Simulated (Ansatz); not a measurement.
## Pressure series in Ti2InN

Start from Ti2InN (space group P6_3/mmc, No. 194; a = 3.054 Å, c = 13.884 Å; a cell from a computed database, its experimental status unchecked).

Cell and atoms are relaxed at each pressure.

Computed with plane-wave PAW DFT at the PBEsol level (Ansatz, a quantum-chemistry and plane-wave program, 420 eV), scalar-relativistic without spin-orbit coupling.

Notes on the quantities. enthalpy: H = E + PV relative to the base's energy.

```
change            c/a ratio       enthalpy     density
----------------  ---------  -------------  ----------
base                  4.547              –  6.65 g/cm³
pressure 0.3 GPa      4.548  +0.03 eV/atom  6.67 g/cm³
pressure 0.7 GPa          ?  +0.06 eV/atom           ?
pressure 1.5 GPa      4.552  +0.13 eV/atom  6.72 g/cm³
pressure 3 GPa        4.556  +0.26 eV/atom  6.78 g/cm³
pressure 5 GPa        4.560  +0.43 eV/atom  6.86 g/cm³
pressure 7.5 GPa      4.564  +0.64 eV/atom  6.96 g/cm³
```

Fill in the withheld entries from the trend.


- pressure 0.7 GPa, c/a ratio: 4.550
- pressure 0.7 GPa, density: 6.68 g/cm³

Load acts through the strain it causes; cell and atoms are relaxed under it. No phonon test of stability was made. Competing high-pressure phases were not computed. The final runs are not spin-polarised.
